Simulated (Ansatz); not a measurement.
Levels about the gap of amorphous In10Ga10Zn10O40 (70 atoms in a cell of 951 Å³, 5.48 g/cm³; zone centre alone, so wide bands show as single levels with stretches between that a denser mesh fills), at the geometry that PBE relaxed, where it gives 0.0 GPa on a denser mesh. The participation number counts the atoms over which a state spreads; weights are charges in smoothed Voronoi cells. The levels come from a single point, so bond lengths are those of that geometry. Method of the levels: PBE, scalar-relativistic without spin-orbit coupling (Ansatz, a quantum-chemistry and plane-wave program). Sampling: the zone centre alone; Fermi-Dirac width 0.02 eV; no spin polarisation. At PBE the levels at the filled edge of the gap are localised (band-tail or defect states), and the nearest spread-out levels lie 0.9 eV apart at the zone centre.

Preparation: random packing, a CHGNet melt and quench, and a DFT relaxation. O atoms were pushed apart under 1.9 Å during the dynamics, to hinder bonds among them. The hot cell started wider than the set density and was brought back towards it in steps. It is the lowest in DFT energy of 2 quenches. It is a model cell: composition and starting density were chosen by hand, and all elements were melted together. No dispersion term was used. A short ab initio anneal came between quench and relaxation. Its density started from a set value of 5.48 and ended at 5.48 g/cm³. Cooling (nominally 170 K/ps over its main leg) ran many orders faster than in experiment, which tends to leave more defects and strain. Values belong to this one cell and scatter from quench to quench. The volume was held where the preparation left it, at a PBE pressure of 0.0 GPa. Stress components on the final sampling reach 0.9 GPa.

```csv
"E - E(highest filled), eV",filling,participation number,largest on,weight O,weight In,weight Ga,weight Zn
-0.44,filled,18.9,"O, 3 neighbours",0.87,0.02,0.02,0.09
-0.41,filled,14.0,"O, 3 neighbours",0.87,0.02,0.02,0.10
-0.37,filled,12.4,"O, 3 neighbours",0.87,0.02,0.01,0.10
-0.32,filled,9.6,"O, 3 neighbours",0.88,0.02,0.02,0.08
-0.27,filled,16.7,"O, 3 neighbours",0.83,0.02,0.01,0.14
-0.23,filled,6.5,"O, 3 neighbours",0.91,0.01,0.02,0.07
0.00,filled,9.0,"O, 3 neighbours",0.80,0.02,0.01,0.17
0.65,empty,63.0,"In, 4 neighbours",0.52,0.20,0.13,0.16
3.06,empty,27.3,"In, 4 neighbours",0.58,0.27,0.05,0.10
3.22,empty,34.3,"In, 6 neighbours",0.58,0.28,0.06,0.08
3.37,empty,40.7,"In, 6 neighbours",0.57,0.23,0.07,0.12
3.65,empty,37.6,"In, 5 neighbours",0.58,0.19,0.11,0.11
3.70,empty,48.8,"Ga, 5 neighbours",0.56,0.15,0.12,0.17
3.79,empty,39.9,"Ga, 4 neighbours",0.58,0.09,0.18,0.15
```

Most localised among these is the filled level at -0.23 eV, on a O atom, which has 3 neighbours (Ga 1.85 Å, Zn 1.93 Å, In 2.29 Å).
